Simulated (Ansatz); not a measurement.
The structure below was relaxed with PBEsol, PAW, 420 eV (Ansatz, a program for electronic structure; no SOC).

```xyz
8
Lattice="4.3129 0.0000 0.0000 0.0000 8.6181 0.0000 0.0000 0.0000 6.0901" Properties=species:S:1:pos:R:3 pbc="T T T"
Se     2.1564     6.4499     1.5129
Se     0.0000     4.3090     4.5621
Se     2.1564     2.1682     1.5129
Se     0.0000     0.0000     4.5883
Cd     0.0000     6.4553     0.0006
Cd     2.1564     4.3090     3.0491
Cd     0.0000     2.1628     0.0006
Hg     2.1564     0.0000     3.0437
```

Find the space group and the Wyckoff positions.

Space group Pmm2 (No. 25); a = 4.3129 Å, b = 8.6181 Å, c = 6.0901 Å, α = β = γ = 90.00°

| atom | site | symmetry | x | y | z |
|---|---|---|---|---|---|
| Se | 2h | m.. | 0.5000 | 0.2516 | 0.2484 |
| Se | 1b | mm2 | 0.0000 | 0.5000 | 0.7491 |
| Se | 1a | mm2 | 0.0000 | 0.0000 | 0.7534 |
| Cd | 2g | m.. | 0.0000 | 0.2510 | 0.0001 |
| Cd | 1d | mm2 | 0.5000 | 0.5000 | 0.5007 |
| Hg | 1c | mm2 | 0.5000 | 0.0000 | 0.4998 |

Describe the coordination.

The crystal has 8 atoms in its conventional cell. Lattice parameters: a = 4.3129 Å, b = 8.6181 Å, c = 6.0901 Å, α = β = γ = 90.00°. Se1 is coordinated by 3 Cd at 2.634 Å and 1 Hg at 2.654 Å (tetrahedral). Se2 sees 4 Cd at 2.634 Å (tetrahedral). Se3 is surrounded by 2 Cd at 2.633 Å and 2 Hg at 2.653 Å (tetrahedral). Cd1 is surrounded by 4 Se at 2.633 Å (tetrahedral). Cd2 is coordinated by 4 Se at 2.634 Å (tetrahedral). Hg has 4 Se at 2.653 Å (tetrahedral). (Neighbours: up to the widest gap in distance over summed covalent radii, below 1.35, at either atom; cation-cation and far metal-metal contacts left out.)

These are small ordered cells, not random alloys; other orderings at the same x differ. With Hg present, leaving out spin-orbit coupling can change the band edges. Whether these cells are dynamically stable was not tested. The cell was made from HgSe by this change: x(Cd) = 0.75, 8 atoms, Pmm2.
